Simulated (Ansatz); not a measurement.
Consider the following.

Host crystal: wurtzite GaN, with a band gap (PBE, scalar-relativistic without spin-orbit coupling).

End structure of NH3 on the 1x1 (10-10) surface of wurtzite GaN (cut with top plane Ga + N), one in a 2x1 cell, started at the site 'hollow Ga-Ga-N-N':

```xyz
36
Lattice="6.4370 0.0000 0.0000 0.0000 5.2431 0.0000 0.0000 0.0000 28.5000" Properties=species:S:1:pos:R:3 pbc="T T T"
Ga     1.6092     5.3905     9.8846
Ga     4.8277     5.3905     9.8846
N      1.6092     1.9573     9.6229
N      4.8277     1.9573     9.6229
Ga     0.0000     2.5832    10.4285
Ga     3.2185     2.5832    10.4285
N      0.0000     4.5528    10.5107
N      3.2185     4.5528    10.5107
Ga     0.0000     5.2433    12.4420
Ga     3.2185     5.2433    12.4420
N      0.0000     1.9626    12.3899
N      3.2185     1.9626    12.3899
Ga     1.6092     2.5945    13.2937
Ga     4.8277     2.5945    13.2937
N      1.6092     4.5739    13.3201
N      4.8277     4.5739    13.3201
Ga     1.6092     5.2190    15.1986
Ga     4.8274     5.2218    15.2041
N      1.6088     1.9514    15.1719
N      4.8271     1.9573    15.1809
Ga     0.0112     2.6129    16.0705
Ga     3.2061     2.6135    16.0704
N      0.0039     4.5817    16.1099
N      3.2142     4.5819    16.1102
Ga     0.0075     5.2048    18.0390
Ga     3.2116     5.2051    18.0402
N      0.0149     1.9457    17.9759
N      3.2028     1.9456    17.9766
Ga     1.6091     2.7139    18.8286
Ga     4.8271     2.7702    18.5549
N      1.6097     4.5980    18.9361
N      4.8283     4.5828    18.8828
N      1.5978     1.5850    20.5824
H      2.4079     1.7262    21.1888
H      0.7571     1.7131    21.1494
H      1.6102     0.5773    20.1683
```

Slab: 36 atoms, 9.3 Å thick at the start under the adsorbate (thin: gaps and levels are the slab's own); k 3x3x1, smearing 0.01 eV, dipole-corrected; single point; no symmetry held, on the structure that PBE left; no spin, no spin-orbit, no U, no dispersion correction. At the end it is bonded to Ga. In PBE it is, or lies within 0.03 eV of, the lowest of the starts that converged; the order may differ at this level.

A negative adsorption energy means that the adsorbate is more stable on the surface than in its reference.

Problem. What change of the step from the bottom to the top vacuum level, against the clean slab does HSE06, at the PBE geometry (Ansatz, a quantum-chemistry and plane-wave program) give?

Solution. -2.19 eV

Problem. What adsorption energy against NH3(g) at the same level does HSE06, at the PBE geometry give?

Solution. -1.27 eV
